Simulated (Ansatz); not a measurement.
An Ansatz (a first-principles code) input (Ansatz r2SCAN, no spin-orbit coupling):

Ansatz 0.2 input:
```yaml
crystal:
  lattice:
    - [2.1298604384, 1.2296754975, 5.9304483729]
    - [-2.1298604384, 1.2296754975, 5.9304483729]
    - [0, -2.4593509949, 5.9304483729]
  atoms:
    - { symbol: La, position: [0, 0, 0] }
    - { symbol: Ag, position: [0.5, 0.5, 0.5] }
    - { symbol: S, position: [0.2481989529, 0.2481989529, 0.2481989529] }
    - { symbol: S, position: [0.7518010471, 0.7518010471, 0.7518010471] }
basis: { ecutwfc: 500, ecutrho_ratio: 4, xc_grid: 4, fft_grid_basis: typed }
kpoints: { mp_grid: { grid: [9, 9, 9] } }
hamiltonian:
  xc: r2scan
  dispersion: none
  pseudopotentials: { kind: paw }
scf: { occupations: { method: fermi_dirac, width: 0.05 }, convergence: { dr2_threshold: 0.0000000004 } }
output: { forces: true, stress: true }
```

Which symmetry and how many k-points will the program report, and about how many plane waves at Γ?

Space group R-3m (ITA 166) with 12 operations, k-points 85 of 729, and 2367 plane waves at Γ.

Whether these cells are dynamically stable was not tested. The cell is LaAgS$_{2}$ (space group R-3m, No. 166; a hypothetical phase, not in the database extracts checked).
